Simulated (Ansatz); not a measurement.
Worked sum: formation energy of the neutral V_C in TiC (rock salt, Fm-3m)

This concerns the formation energy of the neutral V_C in TiC (rock salt, Fm-3m). Reaction: 32 TiC (rock salt) → cell A + C (graphite).

A: a supercell of 64 sites of TiC (rock salt, Fm-3m) with one empty C site amid 6 Ti; spin state with PBE: run without spin.

Method: Ansatz (an electronic-structure program), PAW, neutral cells at 0 K with nuclei at rest, on structures from PBE+D3(BJ). Ansatz runs with its default PAW set. Other levels take these structures. The lattices are those relaxed with PBE+D3(BJ), so at other levels the solids can be strained. Larger cells are relaxed from a start prepared with the learned potential CHGNet, on a coarser mesh till forces fall under 0.03 eV/Å, which some starts already meet. Mesh and cell size may move defect energies by 0.1 eV or more. The value holds for the reservoirs listed; other chemical potentials shift it. Cell A has symmetry Pm-3m within 0.02 Å and got no random move, so less symmetric positions, which may lie lower, weren't tried.

Total energies of the cells in eV, at zero smearing width. They compare only within one column; the weights balance every element.

| cell | atoms | weight | r2SCAN+D4 |
|---|---|---|---|
| A: TiC:V_C | 63 | +1 | -88010.32362 |
| C (graphite) | 4 | +1/4 | -1006.96431 |
| TiC (rock salt) | 64 | −1 | -88263.22872 |

r2SCAN+D4: (-88010.32362) + 1/4 × (-1006.96431) − (-88263.22872) = 1.164 eV.

What follows from the r2SCAN+D4 value: The value above is the C-rich limit, with C (graphite) as reservoir. The host forms with -1.02 eV/atom at this level, so before it gives way to its other element Δμ(C) can go down to -1.02 × 2 = -2.04 eV (other compounds may narrow the range). The defect releases 1 C, so the C-poor limit is 1.16 + 1 × (-2.04) = -0.88 eV.

With the reservoirs of the reaction as written, and without entropy terms or charged states, the share of sites that hold the defect in equilibrium is exp(−1.16 eV/k_BT) = 1.4×10^-6 at 1000 K.
